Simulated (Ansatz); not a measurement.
Consider TiB2 (space group P6/mmm, No. 191; a = 3.0174 Å, c = 3.1851 Å).

Computed with Ansatz (a quantum-chemistry and plane-wave program) PBEsol, no SOC.

Before the change:

- Pressure: 0.0 GPa
- Band gap: zero

Perturbation: an isotropic linear strain of −1.00 %; the atoms relax in the strained cell.

Q: Predict the new pressure, energy relative to the base and band gap.

A: The pressure (mean of the normal stresses, compression positive) goes from zero to 8.6 GPa; the energy goes up by 6.5 meV/atom; the band gap stays zero.

The mesh was chosen for an insulator and is coarse for the gapless case. Whether these cells are dynamically stable was not tested. All final runs are without spin polarisation.
